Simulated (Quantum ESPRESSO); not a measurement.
Quantum ESPRESSO run on GaGePt6 (I-42m, 8 atoms in the cell): self-consistent single point.

Method: PBEsol, PseudoDojo standard norm-conserving (PBESOL) pseudopotentials (plane waves; Quantum ESPRESSO).

The change in words: lattice scaled by 0.98. Reference geometry:
```
CELL_PARAMETERS angstrom
     -2.76055     2.76055     3.97615
      2.76055    -2.76055     3.97615
      2.76055     2.76055    -3.97615
ATOMIC_POSITIONS crystal
  Ga 0.00000 0.00000 0.00000
  Ge 0.50000 0.50000 0.00000
  Pt 0.94343 0.94343 0.39588
  Pt 0.05657 0.45245 0.00000
  Pt 0.54755 0.54755 0.60412
  Pt 0.45245 0.05657 0.00000
  Pt 0.50000 0.00000 0.50000
  Pt 0.00000 0.50000 0.50000
```

Reference input (self-consistent single point, DFT, PBEsol, plane waves, PseudoDojo standard norm-conserving (PBESOL) pseudopotentials): ecutwfc = 85 Ry; occupations = smearing; smearing = gauss; degauss = 0.0147 Ry; potentials = {Ga: Ga.upf, Ge: Ge.upf, Pt: Pt.upf}; K_POINTS = automatic 5 5 5 0 0 0; conv_thr = 1e-10 Ry. This run's input differs from it in these lines:

```diff
@@ -9,3 +9,3 @@
    ibrav = 0
-   celldm(1) = 10.5302054436
+   celldm(1) = 10.3196012823
    nat = 8
@@ -25,5 +25,5 @@
 CELL_PARAMETERS alat
-  -0.4954009713     0.4954009713     0.7135515085
-   0.4954009713    -0.4954009713     0.7135515085
-   0.4954009713     0.4954009713    -0.7135515085
+  -0.4954009555     0.4954009555     0.7135515304
+   0.4954009555    -0.4954009555     0.7135515304
+   0.4954009555     0.4954009555    -0.7135515304
 ATOMIC_POSITIONS crystal
```

The program printed (abridged):

```
     Self-consistent Calculation

     iteration #  1     ecut=    85.00 Ry     beta= 0.70

     Threshold (ethr) on eigenvalues was too large:
     Diagonalizing with lowered threshold

     total energy              =   -1897.77364064 Ry
     estimated scf accuracy    <       0.59228343 Ry

     iteration #  2     ecut=    85.00 Ry     beta= 0.70

     total energy              =   -1897.87570049 Ry
     estimated scf accuracy    <       0.58326603 Ry

     iteration #  3     ecut=    85.00 Ry     beta= 0.70

     total energy              =   -1898.00956162 Ry
     estimated scf accuracy    <       0.01412535 Ry

   [... 6 blocks of this kind left out ...]

     iteration # 10     ecut=    85.00 Ry     beta= 0.70

     total energy              =   -1898.01293329 Ry
     estimated scf accuracy    <          1.4E-10 Ry

     iteration # 11     ecut=    85.00 Ry     beta= 0.70
     End of self-consistent calculation

   [... 8 lines left out ...]

   [... 8 lines left out ...]

     the Fermi energy is    22.9033 ev

!    total energy              =   -1898.01293329 Ry
     estimated scf accuracy    <          7.8E-12 Ry
     smearing contrib. (-TS)   =      -0.00621148 Ry
     internal energy E=F+TS    =   -1898.00672180 Ry

     convergence has been achieved in  11 iterations

     Forces acting on atoms (cartesian axes, Ry/au):

     atom    1 type  1   force =    -0.00000000   -0.00000000    0.00000000
     atom    2 type  2   force =     0.00000000    0.00000000    0.00000000
     atom    3 type  3   force =     0.00816128    0.00816128    0.00537824
     atom    4 type  3   force =     0.00816128   -0.00816128   -0.00537824
     atom    5 type  3   force =    -0.00816128   -0.00816128    0.00537824
   [... lines left out ...]

     Total force =     0.025467     Total SCF correction =     0.000008

          total   stress  (Ry/bohr**3)                   (kbar)     P=      119.73
   0.00075060  -0.00000000   0.00000000          110.42       -0.00        0.00
  -0.00000000   0.00075060   0.00000000           -0.00      110.42        0.00
   0.00000000   0.00000000   0.00094055            0.00        0.00      138.36

   JOB DONE.
```

The run converged in 11 iterations. Against the reference run the free energy goes up by 19.6 meV/atom, the pressure goes from -3.97 to 11.97 GPa and the largest force goes from 0.146 to 0.327 eV/Å.

The starting cell comes from a database of computed structures (which also holds hypothetical and non-ambient phases and stackings), without a prior relaxation at this level. For this run, on top of that: lattice scaled by 0.98. Spin polarisation is off. With a pressure of about 12 GPa the cell is away from its equilibrium volume at this level.

Cost on one core of a shared machine: roughly 5 min.
